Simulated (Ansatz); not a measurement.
The cell is made up: elements placed on another compound's structure type, so the phase may be hypothetical.

By PBEsol, the system below comes out a metal.

The ballistic (Sharvin) conductance counts the channels at the Fermi level: G/A = (e²/h) × channels of both spins per area.

```xyz
4
Lattice="4.0577 0.0000 0.0000 0.0000 4.0577 0.0000 0.0000 0.0000 4.0577" Properties=species:S:1:pos:R:3 pbc="T T T"
Ta     0.0000     0.0000     0.0000
N      0.0000     2.0289     0.0000
N      2.0289     0.0000     0.0000
N      0.0000     0.0000     2.0289
```

Space group of this cell: Pm-3m, ReO3 type. The cell was relaxed by PBE-D3(BJ); by PBEsol its mean pressure is -1.9 GPa.

The current flows along the normal of the first two printed cell vectors. No spin-orbit coupling; the value is a mean over 0.1 eV about the Fermi level.

### Question
Compute, with PBEsol (Ansatz, a program for electronic structure), the ballistic conductance per area.

### Answer
1.0 × 10¹⁵ S/m² for both spins.
